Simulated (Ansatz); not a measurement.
**Response to strain in TaSi2**

The reference is TaSi2 (space group P6_222, No. 180).

```yaml
crystal:
  lattice:
    - [4.80299, 0.00000, 0.00000]
    - [-2.40149, 4.15951, 0.00000]
    - [0.00000, 0.00000, 6.60342]
  atoms:
    - { symbol: Ta, position: [0.50000, 0.00000, 0.00000] }
    - { symbol: Ta, position: [0.50000, 0.50000, 0.33333] }
    - { symbol: Ta, position: [0.00000, 0.50000, 0.66667] }
    - { symbol: Si, position: [0.15903, 0.31806, 0.00000] }
    - { symbol: Si, position: [0.84097, 0.15903, 0.33333] }
    - { symbol: Si, position: [0.68194, 0.84097, 0.66667] }
    - { symbol: Si, position: [0.84097, 0.68194, 0.00000] }
    - { symbol: Si, position: [0.15903, 0.84097, 0.33333] }
    - { symbol: Si, position: [0.31806, 0.15903, 0.66667] }
```

Cartesian axes are those of the cell as printed.

Strains are applied to the cell and any free atomic positions relax; under biaxial strain the out-of-plane vector relaxes too; under stress the whole cell relaxes.

The values are results of PBE (Ansatz, a quantum-chemistry and plane-wave program, PAW, no spin-orbit coupling), not measurements.

Notes on the quantities. pressure: mean of the normal stresses, compression positive.

| change | shortest interatomic distance | pressure |
|---|---|---|
| base | 2.568 Å | 0.0 GPa |
| biaxial strain −1.10 %, plane normal [001], relaxed out of plane | 2.570 Å | 3.1 GPa |
| biaxial strain −1.05 %, plane normal [001], relaxed out of plane | 2.570 Å | 3.0 GPa |
| isotropic strain +4.72 % | 2.692 Å | -18.9 GPa |
| uniaxial strain ε_zz = +2.14 % | 2.611 Å | -4.1 GPa |
| uniaxial strain ε_zz = +3.12 % | 2.631 Å | -5.8 GPa |
| uniaxial stress, 5 GPa tension along z | 2.591 Å | – |

Without a gap, meshes like the base's 11×11×7 leave anisotropic stresses uncertain by several tenths of a GPa, and small strain energies with them. Beyond what the load breaks, stability against distortions was not tested. All final runs are without spin polarisation. An odd electron count without spin: TaSi2.
